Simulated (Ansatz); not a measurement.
Band gap of MgO (P6₃/mmc, No. 194, 4 atoms in the cell; start mp-1065577; a measured phase of this formula has another space group) at several levels of theory

No measured value is used here.

```csv
level (code),value (eV)
LDA (Ansatz),3.29 (direct)
PBEsol (Ansatz),3.27 (direct)
r²SCAN (Ansatz),4.05 (direct)
HSE06 (Ansatz),5.00 (direct)
PBE0 (Ansatz),5.71 (direct)
r²SCAN0 (Ansatz),6.13 (direct)
G0W0@PBEsol (Ansatz),5.99 (direct)
```

Computed values are for a static lattice.  HSE06, PBE0, r²SCAN0: the gap is read on the k mesh or supercell of the run alone and can be too large. Values are at the PBEsol cell. Cutoffs and k meshes differ between the levels. Ansatz's density-functional and Hartree–Fock values are scalar-relativistic unless marked +SOC, with PAW data made under PBE.

A start named mp-… is a Materials Project structure, which need not be a measured phase.

Ansatz is an electronic-structure program.
